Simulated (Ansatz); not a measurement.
## Response to strain in Ag

The parent structure is Ag in the fcc (Cu type) structure (space group Fm-3m, No. 225; relaxed with 0.1 eV smearing).

```
Ag
1.0
    0.00000     2.05231     2.05231
    2.05231     0.00000     2.05231
    2.05231     2.05231     0.00000
Ag
1
Direct
  0.00000   0.00000   0.00000
```

Cartesian axes are those of the cell as printed.

Strains are applied to the cell and any free atomic positions relax; under biaxial strain the out-of-plane vector relaxes too.

Calculations: r2SCAN, PAW, 500 eV (Ansatz, a first-principles code; without spin-orbit coupling), earlier PAW set.

Candidates:
(a) biaxial strain −1.80 %, plane normal [001], relaxed out of plane
(b) strain tensor (xx, yy, zz, yz, xz, xy) = (−1.77, +2.03, −1.58, +0.42, −0.42, −0.99) %
(c) uniaxial strain ε_zz = −5.89 %

Notes on the quantities. energy relative to the base: free energy F.

Order them by energy relative to the base, lowest first.

(a) biaxial strain −1.80 %, plane normal [001], relaxed out of plane (+3.3 meV/atom), (b) strain tensor (xx, yy, zz, yz, xz, xy) = (−1.77, +2.03, −1.58, +0.42, −0.42, −0.99) % (+4.2 meV/atom), (c) uniaxial strain ε_zz = −5.89 % (+26 meV/atom)

Stability against distortions was not tested.
